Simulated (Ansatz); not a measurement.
Ta2N, pressure series

The parent structure is Ta2N in the anti-CdI2 type structure (space group P-3m1, No. 164).

```
CELL_PARAMETERS angstrom
      3.06666     0.00000     0.00000
     -1.53333     2.65580     0.00000
      0.00000     0.00000     4.88450
ATOMIC_POSITIONS crystal
  N  0.00000 0.00000 0.00000
  Ta 0.33333 0.66667 0.25706
  Ta 0.66667 0.33333 0.74294
```

Cell and atoms are relaxed at each pressure.

The values are results of Kohn–Sham DFT with the r2SCAN+rVV10 functional, run in Ansatz (an electronic-structure program) with PAW and 500 eV plane waves, spin-orbit coupling left out, not measurements.

Notes on the quantities. enthalpy: H = E + PV relative to the base's energy.

```
change                 enthalpy  c/a ratio  shortest interatomic distance
----------------  -------------  ---------  -----------------------------
base                          –      1.593                        2.171 Å
pressure −2 GPa   -0.17 eV/atom      1.592                        2.175 Å
pressure −1 GPa   -0.08 eV/atom      1.592                        2.173 Å
pressure 3 GPa    +0.25 eV/atom      1.594                        2.165 Å
pressure 7 GPa    +0.57 eV/atom      1.596                        2.157 Å
pressure 15 GPa   +1.21 eV/atom      1.600                        2.143 Å
pressure 30 GPa   +2.38 eV/atom      1.604                        2.119 Å
pressure 50 GPa   +3.86 eV/atom      1.609                        2.092 Å
pressure 75 GPa   +5.64 eV/atom      1.614                        2.064 Å
pressure 100 GPa  +7.34 eV/atom      1.618                        2.040 Å
```

Load acts through the strain it causes; cell and atoms are relaxed under it. Whether these cells are dynamically stable was not tested. No other phases were tried under pressure. The final runs are not spin-polarised. An odd electron count without spin: Ta2N.
